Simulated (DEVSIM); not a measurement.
System: CdTe n-i-p diode, at 350 K.

Layer 1 from the left is CdTe, thickness (μm) 0.480, Nd (cm⁻³) 1.8e17, τn (s) 4.6e-8, τp (s) 4.6e-8. Layer 2 from the left is CdTe, thickness (μm) 1.80, Na (cm⁻³) 1.3e13, τn (s) 4.6e-8, τp (s) 4.6e-8. Layer 3 from the left is CdTe, thickness (μm) 3.30, Na (cm⁻³) 1.3e18, τn (s) 4.6e-8, τp (s) 4.6e-8.

Left contact: ohmic. Right contact: ohmic. Voltage is applied to the left contact. Recombination: SRH at mid-gap, radiative. Mobility is μmin + (μ − μmin)/(1 + (N/Nref)^α).

Constants are typed, rounded textbook-type inputs, not results; the design itself was drawn at random and stands for no fabricated device. Values at 300 K; Nc and Nv go as T^1.5, mobilities as T to minus their exponent, the gap by Varshni's rule with the affinity fixed.

CdTe: gap (eV) 1.5, affinity (eV) 4.28, permittivity 10.2, Nc (cm⁻³) 8e17, Nv (cm⁻³) 1.8e19, μn (cm²/Vs) 1000, μp (cm²/Vs) 80, μn,min 100, μp,min 10, Nref,n 1e17, Nref,p 1e17, αn 0.6, αp 0.6, T exponent of μn 1.7, T exponent of μp 1.5, B (cm³/s) 1e-10, Varshni α (eV/K) 0.00031, Varshni β (K) 108.

Model (solved in DEVSIM): 1D drift-diffusion, Boltzmann statistics, complete ionisation; no tunnelling, impact ionisation, image-force lowering or self-heating.

Question: What does the simulation give for the dark forward voltage at 100 A/cm², the dark forward voltage at 1 A/cm²?

Answer: dark forward voltage at 100 A/cm² 1.239 V; dark forward voltage at 1 A/cm² 1.037 V.
